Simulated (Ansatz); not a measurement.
# Response to strain in MoSi2

Start from MoSi₂ (space group I4/mmm, No. 139; a = 3.1901 Å, c = 7.8220 Å; relaxed with 0.1 eV smearing). Axes: x, y, z lie along a, b, c of the conventional cell.

Strains are applied to the cell and any free atomic positions relax.

Level of theory: PBEsol in Ansatz (plane waves to 420 eV, PAW, scalar-relativistic without spin-orbit coupling).

Candidates:
(a) uniaxial strain ε_zz = −2.50 %
(b) uniaxial strain ε_zz = +2.50 %
(c) uniaxial strain ε_zz = +1.50 %
(d) uniaxial strain ε_zz = +1.00 %

Notes on the quantities. energy relative to the base: free energy F.

### Question
Order them by energy relative to the base, lowest first.

### Answer
(d) uniaxial strain ε_zz = +1.00 % (+2.1 meV/atom), (c) uniaxial strain ε_zz = +1.50 % (+4.6 meV/atom), (b) uniaxial strain ε_zz = +2.50 % (+12 meV/atom), (a) uniaxial strain ε_zz = −2.50 % (+14 meV/atom)

Stability against distortions was not tested. The final runs are not spin-polarised.

Ansatz is a quantum-chemistry and plane-wave program.
